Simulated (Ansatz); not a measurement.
## Several settings converged on NiAl (P4mm, 2 atoms in the cell)

```
CELL_PARAMETERS angstrom
      2.88133     0.00000     0.00000
      0.00000     2.88133     0.00000
      0.00000     0.00000     2.88133
ATOMIC_POSITIONS crystal
  Al 0.50000 0.50000 0.51735
  Ni 0.00000 0.00000 0.00000
```

Base method: LDA (PW92), default PAW files made with PBE (plane waves; Ansatz, a first-principles code).

Base settings: basis.ecutwfc = 420 eV; kpoints.mp_grid.grid = 11 11 11; hamiltonian.xc = lda; hamiltonian.pseudopotentials = {kind: paw} (the program's default PAW files); scf.occupations.method = fermi_dirac; scf.occupations.width = 0.1 eV.

The count of work is k-points × plane waves × bands × iterations; it is no time. 

**The cutoff for other potential files**

Level: DFT, LDA (PW92), plane waves, harder PAW files (source: ansatz) made with PBE.

In this ladder: hamiltonian.pseudopotentials = {kind: paw, source: ansatz}.

The second cell is the first with its lattice scaled by 0.98.

The mesh stays at the base's, so the ladder's end is converged at best in this setting alone.

The first pressure column holds Ansatz's estimate of the finite-basis (Pulay) stress, which hides part of the cutoff error; the other is without it.

Only quantities that move along the ladder and can be compared are tabulated.

| basis.ecutwfc | free energy less the last step's (meV/atom) | energy of the compressed cell less the first (meV/atom) | pressure (GPa) | pressure without the Pulay estimate (GPa) | largest difference of a force vector from the last step's (eV/Å) | count of work / last |
|---|---|---|---|---|---|---|
| 415 eV | 6448.32 | 19.02 | -4.77 | -448.54 | 0.096 | 0.11 |
| 505 eV | 1220.06 | -19.87 | -8.86 | -112.09 | 0.011 | 0.14 |
| 645 eV | 76.90 | -15.06 | -8.26 | -17.33 | 0.001 | 0.21 |
| 780 eV | 5.89 | -15.02 | -8.29 | -8.89 | 0.000 | 0.28 |
| 920 eV | 1.90 | -15.04 | -8.29 | -8.36 | 0.000 | 0.35 |
| 1105 eV | 0.95 | -15.05 | -8.30 | -8.33 | 0.000 | 0.45 |
| 1380 eV | 0.19 | -15.05 | -8.30 | -8.31 | 0.000 | 0.65 |
| 1840 eV | 0.00 | -15.05 | -8.30 | -8.30 | 0.000 | 1.0 |

Coarsest basis.ecutwfc that holds the energy of the compressed cell less the first within 2 meV/atom of the last step, with all finer ones: 645 eV, at 0.21 of the last step's count of work; the step before is off by 4.8 meV/atom.

Coarsest basis.ecutwfc that holds the pressure without the Pulay estimate within 1 GPa of the last step, with all finer ones: 780 eV, at 0.28 of the last step's count of work; the step before is off by 9.0 GPa.

Coarsest basis.ecutwfc that holds the pressure within 0.2 GPa of the last step, with all finer ones: 645 eV, at 0.21 of the last step's count of work; the step before is off by 0.57 GPa.

The energy difference between the two cells stays within 1 meV/atom of the last step's from 645 eV on, the total only from 1105 eV on: much of the error is common to both cells and cancels.

At the lowest cutoff the pressure without the Pulay estimate lies 440 GPa under the last step's, the usual sign of Pulay stress in an incomplete plane-wave basis.

**The density cutoff**

The second cell is the first with its lattice scaled by 0.98.

The mesh stays at the base's, so the ladder's end is converged at best in this setting alone.

Only quantities that move along the ladder and can be compared are tabulated.

| basis.ecutrho_ratio | free energy less the last step's (meV/atom) | energy of the compressed cell less the first (meV/atom) | pressure (GPa) |
|---|---|---|---|
| 2 | -3.12 | -15.63 | -7.89 |
| 3 | -0.06 | -14.51 | -8.19 |
| 4 | 0.00 | -14.50 | -8.19 |
| 5 | 0.00 | -14.50 | -8.19 |
| 6 | 0.00 | -14.50 | -8.19 |
| 8 | 0.00 | -14.50 | -8.19 |
| 10 | 0.00 | -14.50 | -8.19 |
| 12 | 0.00 | -14.50 | -8.19 |
| 16 | 0.00 | -14.50 | -8.19 |

Coarsest basis.ecutrho_ratio that holds the pressure within 0.1 GPa of the last step, with all finer ones: 3; the step before is off by 0.31 GPa.

Coarsest basis.ecutrho_ratio that holds the free energy within 1 meV/atom of the last step, with all finer ones: 3; the step before is off by 3.1 meV/atom.

Coarsest basis.ecutrho_ratio that holds the energy of the compressed cell less the first within 0.2 meV/atom of the last step, with all finer ones: 3; the step before is off by 1.1 meV/atom.

**The relaxed cell against the cutoff**

On NiAl (Pm-3m, 2 atoms in the cell): atoms on their sites.

In this ladder: relax = cell and atoms.

The mesh stays at the base's, so the ladder's end is converged at best in this setting alone.

Only quantities that move along the ladder and can be compared are tabulated.

| basis.ecutwfc | relaxed volume (Å³/atom) | relaxation steps |
|---|---|---|
| 210 eV | 11.533 | 60 |
| 295 eV | 11.437 | 12 |
| 355 eV | 11.392 | 7 |
| 420 eV | 11.376 | 5 |
| 505 eV | 11.374 | 5 |
| 630 eV | 11.374 | 5 |
| 840 eV | 11.374 | 5 |

Coarsest basis.ecutwfc that holds the relaxed volume within 0.023 Å³/atom of the last step, with all finer ones: 355 eV; the step before is off by 0.063 Å³/atom.

At the lowest cutoff the cell relaxes to a volume 1.4 % larger than at the highest. Ansatz relaxes on a stress corrected for the finite basis.

On the base run: the starting cell has typed, rounded lattice constants, without a prior relaxation at this level. Its lattice was rescaled by up to half a per cent. One atom was moved a little off its site on purpose. Spin polarisation is off.

Left out of this page: 1 run of the series failed or unconverged.

Keys are those of Ansatz 0.2.
